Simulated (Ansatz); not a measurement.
## Ni (P6₃/mmc, No. 194, 2 atoms in the cell; start mp-10257; another form than the element's usual one)

These are LDA (Ansatz, a quantum-chemistry and plane-wave program, PAW) values and carry that method's errors.

Numerical settings: plane-wave cutoff 520 eV, 24×24×14 k mesh (along the axes of the cell as run), Fermi–Dirac smearing 0.05 eV, spin-polarised start, scalar-relativistic PAW data made under PBE.

Cell (relaxed at this level):

Space group P6₃/mmc (No. 194); a = b = 2.419 Å, c = 3.971 Å, α = β = 90.00°, γ = 120.00°

| atom | site | symmetry | x | y | z |
|---|---|---|---|---|---|
| Ni | 2c | -6m2 | 0.3333 | 0.6667 | 0.2500 |

- band gap: none
- bulk modulus: 252 GPa

Note: the magnetic order was assumed, not searched for or taken from measurement; the relaxation could not lower the start's symmetry, so the cell can be a saddle point above a distorted one; the bulk modulus is −V dP/dV from two relaxed cells at ±2 % in volume.

The computed numbers hold no vibrational or temperature effects.

Cost on a shared machine: very roughly 6 core-minutes.

A start named mp-… is a Materials Project structure, which need not be a measured phase.
